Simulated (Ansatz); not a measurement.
For WGe (model structure, started from the FeB type, Pnma, No. 62, 8 atoms in the cell), PBE (Ansatz, a quantum-chemistry and plane-wave program, plane waves, PAW) gives:

```
Quantity                             Value
---------------------------  -------------
equilibrium volume per atom  15.67 Å³/atom
formation enthalpy           0.358 eV/atom
```

**Question.** What does PBE-D3(BJ) (plane waves, PAW; Ansatz) give for the same quantities?

**Answer.** 
- equilibrium volume per atom: 15.22 Å³/atom (decreases by 2.9 %)
- formation enthalpy: 0.282 eV/atom (falls by 0.076 eV/atom)

Changes are worked out from the printed values.

Unless a cell is named, each level is at its own relaxed cell (PBE 15.67, PBE-D3(BJ) 15.22 Å³/atom).

Levels without +SOC leave out spin–orbit coupling, which shifts energies and cells of such heavy elements.

Ansatz's density-functional and Hartree–Fock values are scalar-relativistic unless marked +SOC, with PAW data made under PBE.

A model structure was made by putting elements into a prototype or built by hand; it is no filed structure, need not be a known phase, and can be a saddle point held by its symmetry.
